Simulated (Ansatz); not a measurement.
# W, response to strain

The parent structure is W in the bcc (W type) structure (space group Im-3m, No. 229; a = 3.169 Å; relaxed with 0.1 eV smearing). Axes: x, y, z lie along the cube axes.

Strains are applied to the cell and any free atomic positions relax; under biaxial strain the out-of-plane vector relaxes too.

Level of theory: Ansatz (a program for electronic structure), r2SCAN, PAW, cutoff 500 eV, no spin-orbit coupling.

Notes on the quantities. in-plane stress: mean in-plane stress (compression positive); energy relative to the base: free energy F.

| change | shortest interatomic distance | in-plane stress | energy relative to the base | ratio −ε⊥/ε∥ |
|---|---|---|---|---|
| base | 2.744 Å | – | 0 meV/atom | – |
| biaxial strain −3.00 %, plane normal [001], relaxed out of plane | 2.713 Å | +19.4 GPa | +56 meV/atom | 0.84 |
| biaxial strain −2.50 %, plane normal [001], relaxed out of plane | 2.718 Å | +16.0 GPa | +39 meV/atom | 0.82 |
| biaxial strain −2.00 %, plane normal [001], relaxed out of plane | 2.723 Å | +12.7 GPa | +25 meV/atom | 0.80 |
| biaxial strain −1.50 %, plane normal [001], relaxed out of plane | 2.728 Å | +9.4 GPa | +14 meV/atom | 0.78 |
| biaxial strain −1.00 %, plane normal [001], relaxed out of plane | 2.733 Å | +6.2 GPa | +6.1 meV/atom | 0.77 |
| biaxial strain −0.50 %, plane normal [001], relaxed out of plane | 2.739 Å | +3.0 GPa | +1.5 meV/atom | – |

Stability against distortions was not tested. The final runs are not spin-polarised.
